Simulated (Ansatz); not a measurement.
The reference is CrGe in the rock salt structure (space group Fm-3m, No. 225; a = 5.048 Å; ferromagnetic; a hypothetical phase, not in the database extracts checked). Axes: x, y, z lie along the cube axes.

Calculations: plane-wave PAW DFT at the r2SCAN level (Ansatz, an electronic-structure program, 500 eV), no spin-orbit coupling.

Free-standing slabs (2 atom(s) a layer) normal to the z axis with 15 Å of vacuum; in-plane cell held at bulk.

One change was made to it. Results:

```
quantity                      base          after
-------------------  -------------  -------------
magnetic state       ferromagnetic  ferromagnetic
largest site moment        2.63 μB        2.85 μB
```

Q: What was done to the base?
(A) 4 layers
(B) 7 layers
(C) 1 layer

A: B, 7 layers. For comparison, the largest site moment in the other runs: 4 layers gives 3.08 μB; 1 layer gives 3.14 μB.

Other magnetic orders, which the real material may have, were not ruled out. Whether these cells are dynamically stable was not tested.
